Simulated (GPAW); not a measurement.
A self-consistent single point of NiSi₂ (Fm-3m, 3 atoms in the cell) with GPAW.

Method: PBE, GPAW PAW datasets PBE (gpaw-data 1.0.1) (plane waves; GPAW).

```
NiSi2
1.0
    0.00000     2.66902     2.66902
    2.66902     0.00000     2.66902
    2.66902     2.66902     0.00000
Si Ni
2 1
Direct
  0.25000   0.25000   0.25000
  0.75000   0.75000   0.75000
  0.00000   0.00000   0.00000
```

Reference input (self-consistent single point, DFT PBE, plane waves, GPAW PAW datasets PBE (gpaw-data 1.0.1)): mode = pw; ecut = 850 eV; xc = PBE; kpts = 9 9 9; mesh shift (steps) = 0 0 0; occupations.name = methfessel-paxton; occupations.width = 0.136 eV; occupations.order = 0; nbands = -9; convergence.forces = 0.001 eV/Å; symmetry.symmorphic = false; symmetry.tolerance = 0.0005. This run's input differs from it in these lines:

```diff
@@ -15,3 +15,3 @@
             xc='PBE',
-            kpts=(9, 9, 9),
+            kpts={'size': (6, 6, 6), 'gamma': True},
             occupations={'name': 'methfessel-paxton', 'width': 0.136, 'order': 0},
```

Log, with long lists cut:

```
     iter     time        total  log10-change:
                         energy   eigst   dens  force
iter:   1 --:--:--   -19.503436
iter:   2 --:--:--   -19.320451   -0.41  -1.17
iter:   3 --:--:--   -19.123805   -1.09  -1.19
iter:   4 --:--:--   -19.059500   -1.83  -1.26
iter:   5 --:--:--   -19.031016   -2.54  -1.68
iter:   6 --:--:--   -19.339746   -2.07  -2.09
iter:   7 --:--:--   -19.036267   -1.99  -1.64
iter:   8 --:--:--   -19.036274   -3.84  -2.85
iter:   9 --:--:--   -19.036226c  -5.40  -2.99
iter:  10 --:--:--   -19.036256c  -5.67  -3.06
iter:  11 --:--:--   -19.036259c  -5.65  -3.12
iter:  12 --:--:--   -19.036148c  -5.73  -3.23
iter:  13 --:--:--   -19.036147c  -6.44  -3.75
iter:  14 --:--:--   -19.036148c  -7.86c -4.03c
iter:  15 --:--:--   -19.036151c  -6.92  -4.08c
iter:  16 --:--:--   -19.036148c  -7.98c -4.23c -16.88c
Converged after 16 iterations.

Dipole moment: (0.000000, 0.000000, 0.000000) |e|*Ang

Energy contributions relative to reference atoms: (reference = -57140.686948)

Kinetic:        +21.440450
Potential:      -14.893204
External:        +0.000000
XC:             -25.600164
Entropy (-ST):   -0.009871
Local:           +0.021706
SIC:             +0.000000
--------------------------
Free energy:    -19.041084
Extrapolated:   -19.036148

Showing only first 2 kpts
 Kpt  Band  Eigenvalues  Occupancy
  0    10     12.09190    0.00000
  0    11     12.09190    0.00000
  0    12     12.09190    0.00000
  0    13     12.40510    0.00000

  1    10      9.44286    2.00000
  1    11     10.04870    1.99963
  1    12     10.23433    1.89724
  1    13     12.70694    0.00000

Fermi level: 10.39123

No gap
No difference between direct/indirect transitions
Energy (eV): -19.036148

Forces in eV/Ang:
  0 Si    0.00000   -0.00000   -0.00000
  1 Si    0.00000   -0.00000   -0.00000
  2 Ni    0.00000    0.00000    0.00000

Stress tensor:
    -0.076441     0.000000     0.000000
     0.000000    -0.076441    -0.000000
     0.000000    -0.000000    -0.076441
Stress (GPa, Voigt): [-12.2473 -12.2473 -12.2473  -0.       0.       0.    ]
```

The run converged in 16 iterations. GPAW prints stress with tension positive. Against the reference run the free energy goes up by 2.4 meV/atom and the pressure goes from 11.70 to 12.25 GPa.

The starting cell has typed, rounded lattice constants, without a prior relaxation at this level. Its lattice was rescaled by a random factor within 2.5 % of one. Spin polarisation is off. With a pressure of about 12 GPa the cell is away from its equilibrium volume at this level.
